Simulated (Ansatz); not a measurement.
Worked example: self-consistent single point of K2Pt (I4mm, 3 atoms in the cell) in Ansatz (a program for electronic structure).

Computed with LDA (PW92), default PAW files made with PBE (plane waves; Ansatz).

```
K2Pt
1.0
    0.00000     3.77012     3.77012
    3.77012     0.00000     3.77012
    3.77012     3.77012     0.00000
K Pt
2 1
Direct
  0.75000   0.75000   0.75000
  0.25000   0.25000   0.25000
  0.00663   0.00663   0.99337
```

Reference input (self-consistent single point, DFT, LDA (PW92), plane waves, default PAW files made with PBE): basis.ecutwfc = 30.9 Ry; kpoints.mp_grid.grid = 6 6 6; hamiltonian.xc = lda; hamiltonian.pseudopotentials = {kind: paw} (the program's default PAW files); scf.occupations.method = fermi_dirac; scf.occupations.width = 0.0037 Ry. This run's input differs from it in these lines:

Ansatz 0.2 input:
```diff
@@ -12,3 +12,3 @@
 kpoints:
-  mp_grid: { grid: [6, 6, 6] }
+  mp_grid: { grid: [3, 3, 3] }
 hamiltonian:
```

Output, abridged:

```
SCF iter   1: F=—  HF=-15237.119919 eV  |F-HF|=—  |Δ(HF+E_count)|=         —  Δρ=4.18e-3  dr2=8.42e-3  ethr=1.77e-3  ⟨swp⟩=5.5  Hψ=590  notcnv=0
all-band conjugate gradients solve this SCF's bands
preconditioner: auto → none
SCF iter   2: F=—  HF=-15237.119219 eV  |F-HF|=—  |Δ(HF+E_count)|=   6.99e-4  Δρ=2.27e-3  dr2=4.35e-3  ethr=2.34e-5  ⟨swp⟩=2.3  Hψ=260  notcnv=0
SCF iter   3: F=—  HF=-15237.119774 eV  |F-HF|=—  |Δ(HF+E_count)|=   5.54e-4  Δρ=1.96e-3  dr2=6.39e-3  ethr=1.21e-5  ⟨swp⟩=2.0  Hψ=168  notcnv=0
SCF iter   4: F=—  HF=-15237.118601 eV  |F-HF|=—  |Δ(HF+E_count)|=   1.17e-3  Δρ=2.71e-4  dr2=3.64e-5  ethr=1.21e-5  ⟨swp⟩=2.0  Hψ=167  notcnv=0
SCF iter   5: F=—  HF=-15237.118609 eV  |F-HF|=—  |Δ(HF+E_count)|=   8.25e-6  Δρ=4.14e-5  dr2=2.46e-6  ethr=1.01e-7  ⟨swp⟩=2.0  Hψ=208  notcnv=0
SCF iter   6: F=—  HF=-15237.118609 eV  |F-HF|=—  |Δ(HF+E_count)|=   1.09e-7  Δρ=1.55e-5  dr2=4.62e-7  ethr=6.83e-9  ⟨swp⟩=2.0  Hψ=168  notcnv=0
SCF iter   7: F=-15237.118609 eV  HF=-15237.118609 eV  |F-HF|=6.08e-8  |Δ(HF+E_count)|=   6.80e-8  Δρ=7.18e-6  dr2=7.74e-8  ethr=2.78e-10  ⟨swp⟩=4.7  Hψ=449  notcnv=0
SCF 1 converged in 7 iterations: F = -15237.118609 eV  dr2 = 7.74e-8
Free energy (F): -15237.118609 eV
Internal energy: -15237.118609 eV  (E = F + TS)
E sigma→0 (E₀):  -15237.118609 eV
Entropy (-TS):   -0.000000 eV (-0.000 meV/atom)
Fermi energy:    5.263687 eV
--- Forces (eV/Å), atoms counted from 1 ---
  atom   1  K      0.00000000    -0.00000000     0.03563302
  atom   2  K     -0.00000000     0.00000000     0.03563302
  atom   3  Pt    -0.00000000    -0.00000000    -0.07130714
--- Stress (GPa, compression-positive) ---
       -1.752901       0.000000      -0.000000
        0.000000      -1.752901       0.000000
       -0.000000       0.000000      -1.761470
  P = ⅓ Tr σ = -1.7558 GPa (-17.558 kbar)
  The stress holds the Pulay correction. Without it, at fixed plane waves, as pw.x and ABINIT print it: P = -1.7620 GPa
```

The run converged in 7 iterations. Against the reference run the free energy goes down by 3.6 meV/atom, the pressure stays at -1.76 GPa, the largest force moves little (0.072 to 0.071 eV/Å) and the gap on the mesh goes from 1.327 to 1.885 eV.

The starting cell comes from a database of computed structures (which also holds hypothetical and non-ambient phases and stackings), without a prior relaxation at this level. Its lattice was rescaled by up to half a per cent. One atom was moved a little off its site on purpose. Spin-orbit coupling is off. Ansatz's pressure includes its estimate of the finite-basis (Pulay) stress. Another mesh or the band path of this cell gives a smaller gap, so this value is not converged in the mesh.
